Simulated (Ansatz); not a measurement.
InAs: response to strain

Base system: InAs in the zinc blende structure (space group F-43m, No. 216; a = 6.1863 Å).

Strains are applied to the cell and any free atomic positions relax.

Method: plane-wave PAW DFT at the PBE level (Ansatz, an electronic-structure program, 420 eV), scalar-relativistic without spin-orbit coupling.

Notes on the quantities. energy relative to the base: free energy F.

```
case                      energy relative to the base  pressure  volume per atom
------------------------  ---------------------------  --------  ---------------
base                                       0 meV/atom   0.0 GPa         29.59 Å³
isotropic strain −3.00 %                 +41 meV/atom   5.5 GPa         27.01 Å³
isotropic strain −2.50 %                 +28 meV/atom   4.4 GPa         27.43 Å³
isotropic strain −2.00 %                 +18 meV/atom   3.4 GPa         27.85 Å³
isotropic strain −1.50 %                +9.7 meV/atom   2.5 GPa         28.28 Å³
isotropic strain −1.00 %                +4.2 meV/atom   1.6 GPa         28.72 Å³
isotropic strain +0.50 %                +1.0 meV/atom  -0.7 GPa         30.04 Å³
isotropic strain +1.00 %                +3.8 meV/atom  -1.3 GPa         30.49 Å³
isotropic strain +2.50 %                 +23 meV/atom  -3.0 GPa         31.87 Å³
isotropic strain +3.00 %                 +32 meV/atom  -3.5 GPa         32.34 Å³
```

A case with no gap was solved on a k-mesh chosen for an insulator, which is coarse for it. Stability against distortions was not tested. All final runs are without spin polarisation.
